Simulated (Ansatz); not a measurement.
# Equilibrium lattice constant a of CdO (model structure, started from the cinnabar type, Fm-3m, No. 225, 6 atoms in the cell) at several levels of theory

No measured value is used here.

```
level (code)         value (Å)
-------------------  ---------
PBE (Ansatz)             4.768
PBEsol (Ansatz)          4.690
PBE-D3(BJ) (Ansatz)        [?]
```

### Question
Fill in the missing entries.

### Answer

- PBE-D3(BJ) (Ansatz, an electronic-structure program), value (Å): 4.727

Ansatz's density-functional and Hartree–Fock values are scalar-relativistic unless marked +SOC, with PAW data made under PBE.

A model structure was made by putting elements into a prototype or built by hand; here it ended with the formula and space group of a phase in our tables.
